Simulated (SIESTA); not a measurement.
Band structure of YCo5 (P6/mmm, 6 atoms in the cell).

```
YCo5
1.0
    4.92756     0.00000     0.00000
   -2.46378     4.26739     0.00000
    0.00000     0.00000     3.96074
Y Co
1 5
Cartesian
  0.00000   0.00000   0.00000
  0.00000   2.84493   0.00000
  2.46378   1.42246   0.00000
  2.46378   0.00000   1.98037
  1.23189   2.13370   1.98037
 -1.23189   2.13370   1.98037
```
Moments meant for the start (each program seeds them in its own way; μB, in the order of the atoms Y Co Co Co Co Co): 0.0 3.0 3.0 3.0 3.0 3.0.

Method: GGA PBEsol, numerical atomic orbitals DZP, PseudoDojo PBEsol standard norm-conserving potentials (rewritten from UPF to PSML) run with SIESTA.

Settings: XC.functional = GGA; XC.authors = PBEsol; potentials = PseudoDojo PBEsol standard; PAO.BasisSize = DZP; PAO.EnergyShift = 0.005 Ry; MeshCutoff = 350 Ry; kgrid.MonkhorstPack = 5 5 6; OccupationFunction = FD; ElectronicTemperature = 100 meV; Spin = polarized; DM.InitSpin = [1 +0.00, 2 +3.00, 3 +3.00, 4 +3.00, 5 +3.00, 6 +3.00]; MaxSCFIterations = 150; SCF.Mixer.Method = Pulay; SCF.Mixer.Weight = 0.1.

The starting cell comes from a database of computed structures (which also holds hypothetical and non-ambient phases and stackings), without a prior relaxation at this level. The magnetic order is the one reached from the typed start; others were not searched systematically. Values carry the incompleteness of an atom-centred basis.

Levels in eV from the Fermi level, bands 48 to 53 of the first spin channel:
```tsv
point	48	49	50	51	52	53
Γ	-0.44	-0.44	-0.44	1.07	1.17	1.17
M	-1.45	-1.43	-1.34	-0.43	0.11	1.26
K	-1.49	-1.23	-1.23	-0.91	-0.43	1.75
A	-0.98	-0.46	-0.46	-0.44	-0.04	-0.04
L	-1.22	-1.06	-0.56	-0.47	-0.46	-0.07
H	-1.40	-1.25	-0.79	-0.79	0.08	0.08
```

Bands cross the Fermi level along this path, so the cell is metallic at this level.

Higher empty bands are left out: an atom-centred basis made for the valence describes them poorly.

The net moment of the cell came out as 7.17 μB.
